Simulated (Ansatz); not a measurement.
For GaN (I4mm, No. 107, 2 atoms in the cell; start mp-2646978; a measured phase of this formula has another space group), LDA in Ansatz (plane waves, PAW) gives:

* **equilibrium lattice constant a**: 2.828 Å
* **lattice parameter c**: 4.888 Å
* **cohesive energy**: 5.00 eV/atom
* **band gap**: 0.14 eV

What does r²SCAN+rVV10 (Ansatz, a quantum-chemistry and plane-wave program, plane waves, PAW) give for the same quantities?


- lattice constant a: 2.849 Å (goes up by 0.7 %)
- lattice parameter c: 4.914 Å (increases by 0.5 %)
- cohesive energy: 4.21 eV/atom (drops by 0.79 eV/atom)
- band gap: 0.74 eV (grows by 0.60 eV)

Changes are worked out from the printed values.

Unless a cell is named, each level is at its own relaxed cell (LDA 9.78, r²SCAN+rVV10 9.97 Å³/atom).

Spin–orbit coupling is included only where a level's name says +SOC; with heavier elements it mostly lowers gaps and can invert bands. Density-functional gaps are differences of (generalised) Kohn–Sham levels.

Caveats: the relaxation could not lower the start's symmetry, so the cell can be a saddle point above a distorted one (LDA, r²SCAN+rVV10). Ansatz's density-functional and Hartree–Fock values are scalar-relativistic unless marked +SOC, with PAW data made under PBE.

A start named mp-… is a Materials Project structure, which need not be a measured phase.
